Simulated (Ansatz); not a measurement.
Consider TiC in the rock salt structure (space group Fm-3m, No. 225; relaxed with 0.1 eV smearing).

```yaml
crystal:
  lattice:
    - [0.00000, 2.16392, 2.16392]
    - [2.16392, 0.00000, 2.16392]
    - [2.16392, 2.16392, 0.00000]
  atoms:
    - { symbol: Ti, position: [0.00000, 0.00000, 0.00000] }
    - { symbol: C, position: [0.50000, 0.50000, 0.50000] }
```

Cartesian axes are those of the cell as printed.

Method: r2SCAN (Ansatz, an electronic-structure program, PAW, no SOC).

Base values:

Pressure: 0.0 GPa

The change: the cell is stretched by 2.00 % along z with no lateral relaxation, atoms relaxed at fixed cell.

Question: What happens to the energy relative to the base and pressure?

Answer: The energy increases by 6.2 meV/atom; the pressure (mean of the normal stresses, compression positive) goes from zero to -4.8 GPa.

The cells carry an imposed strain or load. No phonon test of stability was made. All final runs are without spin polarisation.
